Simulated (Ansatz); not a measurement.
The reference is Ag in the fcc (Cu type) structure (space group Fm-3m, No. 225; a = 4.054 Å; relaxed with 0.1 eV smearing). Axes: x, y, z lie along the cube axes.

It is then changed as follows: the cell is compressed by 0.86 % along y with no lateral relaxation; the atoms relax in the strained cell.

Levels (all Ansatz, an electronic-structure program, PAW): PBEsol (420 eV, spin-orbit coupling left out); r2SCAN (500 eV, no SOC).

The geometry is relaxed with PBEsol.

PBEsol pressure: 1.1 GPa

With r2SCAN at the same geometry, the pressure grows by 4.3 GPa, from 1.1 GPa to 5.4 GPa.

Single points use the geometry relaxed with PBEsol. Their cutoffs differ, which shifts pressures a little. No phonon test of stability was made.
